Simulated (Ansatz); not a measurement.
# TiOF2 (P4₂/mmc, No. 131, 8 atoms in the cell; start mp-37473)

The numbers are results of r²SCAN (Ansatz, a quantum-chemistry and plane-wave program, PAW), not measurements.

Run with plane-wave cutoff 560 eV, 10×10×6 k mesh (along the axes of the cell as run), Fermi–Dirac smearing 0.01 eV, no spin polarisation, scalar-relativistic PAW data made under PBE.

Cell (relaxed with PBEsol):

```
TiF2O
1.0
    3.76247     0.00000     0.00000
    0.00000     3.76247     0.00000
    0.00000     0.00000     7.78886
Ti O F
2 2 4
Direct
  0.00000   0.00000   0.00000
  0.00000   0.00000   0.50000
  0.50000   0.00000   0.00000
  0.00000   0.50000   0.50000
  0.50000   0.00000   0.50000
  0.00000   0.50000   0.00000
  0.00000   0.00000   0.25000
  0.00000   0.00000   0.75000
```

| Item | Value |
|---|---|
| band gap | 2.35 eV (direct) |

Note: cell and atoms aren't relaxed at this level (pressure 0.4 GPa).

Static lattice: no zero-point or thermal effects.

Cost on a shared machine: around 40 core-seconds (rough).

A start named mp-… is a Materials Project structure, which need not be a measured phase.
